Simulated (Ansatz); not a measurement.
Hg (R-3m, No. 166, 1 atoms in the cell), treated with PBE+SOC in Ansatz (PAW).

The input as run:

Ansatz 0.2 input:
```yaml
crystal:
  lattice:
    - [2.1384429651, -2.0978086074, -0.3669181795]
    - [2.1384429651, 2.0978086074, -0.3669181795]
    - [0.6491673985, 0.0, 2.9473632127]
  atoms:
    - { symbol: Hg, position: [0.0, 0.0, 0.0] }
basis:
  ecutwfc: 520
  ecutrho_ratio: 4
  xc_grid: 2
kpoints:
  mp_grid: { grid: [20, 20, 20] }
hamiltonian:
  xc: pbe
  dispersion: none
  pseudopotentials: { kind: paw }
scf:
  occupations: { method: fermi_dirac, width: 0.05 }
output:
  forces: false
  stress: true
  eigenvalues: true
magnetization:
  noncollinear: true
  spin_orbit: true
relax:
  f_tol: 0.004
  escape_saddle: false
  max_steps: 80
  cell: { stress_tol: 0.02, fix: [volume] }
```

Output (set-up and result lines):

```
Relaxation: its limit of steps is 80 (relax.max_steps)
Crystal: 1 atoms, lattice volume = 27.443 Å³
Basis set: ecut = 520 eV, 745 PW (Γ), exchange–correlation on 48×48×48 points (8 copies of the dense FFT grid, shifted against one another)
Bands: 28, of which v1, the nominal top of the filled ones, is band 20 counted from 1 (19 counted from 0)
Symmetry: 12 space group operations + 12 with time reversal
k-points: 781 of 8000
Initial density: superposition of atomic densities (chi_scale 0.1, normalization cell)
Functional: x = pbe(κ = 0.804, μ = 0.2195149727645171), c = pbe(β = 0.06672455060314922)
SCF 1 converged in 6 iterations: F = -13854.048448 eV  dr2 = 1.20e-8
Crystal: 1 atoms, lattice volume = 27.443 Å³
Initial density: handed on by an earlier stage of this run
SCF 2 converged in 5 iterations: F = -13854.048448 eV  dr2 = 1.20e-12
SCF converged after 5 iterations
Free energy (F): -13854.048448 eV
Internal energy: -13854.046182 eV  (E = F + TS)
E sigma→0 (E₀):  -13854.047315 eV
Fermi energy:    12.147735 eV
--- Forces (eV/Å), atoms counted from 1 ---
  atom   1  Hg     0.00000000     0.00000000    -0.00000000
--- Stress (GPa, compression-positive) ---
        0.518493      -0.000000       0.008098
        0.000000       0.500472       0.000000
        0.008098       0.000000       0.504111
  P = ⅓ Tr σ = 0.5077 GPa (5.077 kbar)
```

The cell is one volume of an energy–volume scan, off the minimum.

Note: the relaxation could not lower the start's symmetry, so the cell can be a saddle point above a distorted one.

It cost around 3 core-minutes (rough) of CPU time.

Ansatz is a first-principles code.
